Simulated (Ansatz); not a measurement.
Base system: InP in the CsCl type structure (space group Pm-3m, No. 221; a = 3.3880 Å; a hypothetical phase, not in the database extracts checked; relaxed with 0.1 eV smearing).

All numbers come from PBEsol (Ansatz, a program for electronic structure, PAW, no spin-orbit coupling).

Before the change:

```
Quantity   Result
--------  -------
Pressure  0.0 GPa
```

One thing is altered: the cell is scaled by 0.9481 in all directions; the atoms relax in the strained cell.

Estimate the effect on the energy relative to the base and pressure.

The energy rises by 135 meV/atom; the pressure goes from zero to 17.6 GPa.

Stability against distortions was not tested. All final runs are without spin polarisation.
